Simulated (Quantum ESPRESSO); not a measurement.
Quantum ESPRESSO run on La2AlGe (Amm2, 4 atoms in the cell): self-consistent single point.

Method: PBEsol, GBRV 1.5 ultrasoft (PBESOL) pseudopotentials (plane waves; Quantum ESPRESSO).

The change in words: lattice scaled by 0.98. Reference geometry:
```
La2AlGe
1.0
    4.16601     0.00000     0.00000
    0.00000     2.29000     5.75769
    0.00000    -2.29000     5.75769
La Al Ge
2 1 1
Direct
  0.00000   0.64103   0.64103
  0.50000   0.35595   0.35595
  0.00000   0.93397   0.93397
  0.50000   0.06905   0.06905
```

Reference input (self-consistent single point, DFT, PBEsol, plane waves, GBRV 1.5 ultrasoft (PBESOL) pseudopotentials): ecutwfc = 50 Ry; ecutrho = 250 Ry; occupations = smearing; smearing = fd; degauss = 0.0036749 Ry; potentials = {La: la_pbesol_v1.uspp.F.UPF, Al: al_pbesol_v1.uspp.F.UPF, Ge: ge_pbesol_v1.4.uspp.F.UPF}; K_POINTS = automatic 6 5 5 0 0 0; conv_thr = 1e-10 Ry; mixing_beta = 0.3. This run's input differs from it in these lines:

```diff
@@ -34,5 +34,5 @@
 CELL_PARAMETERS {angstrom}
-   4.1660060000     0.0000000000     0.0000000000
-   0.0000000000     2.2900000000     5.7576870000
-   0.0000000000    -2.2900000000     5.7576870000
+   4.0826860000     0.0000000000     0.0000000000
+   0.0000000000     2.2442000000     5.6425330000
+   0.0000000000    -2.2442000000     5.6425330000
```

Output (repeated stretches shortened):

```
     Self-consistent Calculation

     iteration #  1     ecut=    50.00 Ry     beta= 0.30

     Threshold (ethr) on eigenvalues was too large:
     Diagonalizing with lowered threshold

     negative rho (up, down):  1.412E-01 0.000E+00

     total energy              =    -424.41941172 Ry
     estimated scf accuracy    <       0.07054254 Ry

     iteration #  2     ecut=    50.00 Ry     beta= 0.30

     negative rho (up, down):  1.330E-01 0.000E+00

     total energy              =    -424.42320895 Ry
     estimated scf accuracy    <       0.01384341 Ry

     iteration #  3     ecut=    50.00 Ry     beta= 0.30

     negative rho (up, down):  1.223E-01 0.000E+00

     total energy              =    -424.42277337 Ry
     estimated scf accuracy    <       0.00416606 Ry

   [... 11 blocks of this kind left out ...]

     iteration # 15     ecut=    50.00 Ry     beta= 0.30

     negative rho (up, down):  1.166E-01 0.000E+00

     total energy              =    -424.42341997 Ry
     estimated scf accuracy    <          9.3E-10 Ry

     iteration # 16     ecut=    50.00 Ry     beta= 0.30

     negative rho (up, down):  1.166E-01 0.000E+00
     End of self-consistent calculation

     the Fermi energy is    11.0117 ev

!    total energy              =    -424.42341997 Ry
     estimated scf accuracy    <          2.0E-11 Ry
     smearing contrib. (-TS)   =      -0.00244778 Ry
     internal energy E=F+TS    =    -424.42097218 Ry

     convergence has been achieved in  16 iterations

     negative rho (up, down):  1.166E-01 0.000E+00

     Forces acting on atoms (cartesian axes, Ry/au):

     atom    1 type  1   force =     0.00000000    0.00000000    0.00740424
     atom    2 type  1   force =     0.00000000    0.00000000   -0.00852642
     atom    3 type  2   force =     0.00000000    0.00000000   -0.00786696
     atom    4 type  3   force =     0.00000000    0.00000000    0.00898914

     Total force =     0.016438     Total SCF correction =     0.000005

     negative rho (up, down):  1.166E-01 0.000E+00
          total   stress  (Ry/bohr**3)                   (kbar)     P=       27.16
   0.00016195   0.00000000   0.00000000           23.82        0.00        0.00
   0.00000000   0.00013671   0.00000000            0.00       20.11        0.00
   0.00000000   0.00000000   0.00025521            0.00        0.00       37.54

   JOB DONE.
```

The run converged in 16 iterations. Against the reference run the free energy goes up by 7.3 meV/atom, the pressure goes from -1.15 to 2.72 GPa and the largest force goes from 0.159 to 0.231 eV/Å.

The starting cell comes from a database of computed structures (which also holds hypothetical and non-ambient phases and stackings), without a prior relaxation at this level. Its lattice was rescaled by a random factor within 2.5 % of one. For this run, on top of that: lattice scaled by 0.98.

Cost on one core of a shared machine: roughly 4 min.
